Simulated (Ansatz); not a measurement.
Levels about the gap of amorphous Zr20O41Mg (62 atoms in a cell of 794 Å³, 5.24 g/cm³; zone centre alone, so wide bands show as single levels with stretches between that a denser mesh fills), at the geometry that PBE relaxed, where it gives -1.5 GPa on a denser mesh. The participation number counts the atoms over which a state spreads; weights are charges in smoothed Voronoi cells. The levels come from a single point, so bond lengths are those of that geometry. Method of the levels: PBE, scalar-relativistic without spin-orbit coupling (Ansatz, a program for electronic structure). Sampling: the zone centre alone; Fermi-Dirac width 0.02 eV; no spin polarisation. At PBE the levels at the filled edge of the gap are localised (band-tail or defect states), and the nearest spread-out levels lie 3.7 eV apart at the zone centre.

Preparation: random packing, a CHGNet melt and quench, and a DFT relaxation. O atoms were pushed apart under 1.9 Å during the dynamics, to hinder bonds among them. The hot cell started wider than the set density and was brought back towards it in steps. It is the lowest in DFT energy of 2 quenches. It is a model cell: composition and starting density were chosen by hand, and all elements were melted together. No dispersion term was used. Its density started from a set value of 5.24 and ended at 5.24 g/cm³. Cooling (nominally 380 K/ps over its main leg) ran many orders faster than in experiment, which tends to leave more defects and strain. Values belong to this one cell and scatter from quench to quench. The volume was held where the preparation left it and the shape relaxed, at a PBE pressure of -1.5 GPa (tension). Stress components on the final sampling reach 1.6 GPa.

| E - E(highest filled), eV | filling | participation number | largest on | weight O | weight Zr | weight Mg |
|---|---|---|---|---|---|---|
| -0.49 | filled | 20.5 | O, 3 neighbours | 0.95 | 0.05 | 0.00 |
| -0.47 | filled | 20.9 | O, 4 neighbours | 0.94 | 0.05 | 0.01 |
| -0.43 | filled | 21.2 | O, 3 neighbours | 0.95 | 0.05 | 0.00 |
| -0.40 | filled | 19.4 | O, 3 neighbours | 0.95 | 0.05 | 0.00 |
| -0.36 | filled | 15.9 | O, 4 neighbours | 0.95 | 0.05 | 0.00 |
| -0.33 | filled | 11.8 | O, 3 neighbours | 0.95 | 0.05 | 0.00 |
| 0.00 | filled | 7.3 | O, 3 neighbours | 0.94 | 0.06 | 0.00 |
| 3.31 | empty | 13.8 | Zr, 6 neighbours | 0.35 | 0.65 | 0.00 |
| 3.51 | empty | 11.3 | Zr, 6 neighbours | 0.34 | 0.66 | 0.00 |
| 3.55 | empty | 24.1 | Zr, 7 neighbours | 0.35 | 0.65 | 0.00 |
| 3.57 | empty | 28.8 | Zr, 7 neighbours | 0.36 | 0.64 | 0.00 |
| 3.65 | empty | 26.6 | Zr, 7 neighbours | 0.33 | 0.67 | 0.00 |
| 3.71 | empty | 23.1 | Zr, 6 neighbours | 0.35 | 0.65 | 0.00 |
| 3.74 | empty | 27.2 | Zr, 6 neighbours | 0.33 | 0.67 | 0.00 |

Most localised among these is the filled level at +0.00 eV, on a O atom, which has 3 neighbours (Zr 2.01 Å, Zr 2.11 Å, Zr 2.23 Å).
